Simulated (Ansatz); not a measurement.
Start from PbS in the rock salt structure (space group Fm-3m, No. 225; a = 5.8450 Å).

Level of theory: Kohn–Sham DFT with the LDA functional, run in Ansatz (a quantum-chemistry and plane-wave program) with PAW and 420 eV plane waves, spin-orbit coupling left out.

Base values:

The band gap is 0.06 eV.

Now apply this change: the cell is scaled by 1.0200 in all directions, atoms relaxed at fixed cell.

How does this affect the energy relative to the base, band gap and electron mass?

The energy rises by 17 meV/atom; the band gap increases by 0.22 eV to 0.28 eV; the electron mass amounts to 0.100 mₑ along k, 0.15 mₑ across (at L).

With Pb present, leaving out spin-orbit coupling can change the band edges. The cells carry an imposed strain or load. Masses are band curvatures over ±0.01 Å⁻¹ around the edge. Along k means along the line from Γ to the band edge. Whether these cells are dynamically stable was not tested. A zero or small gap of PbS can be the functional's error rather than a property of the material.
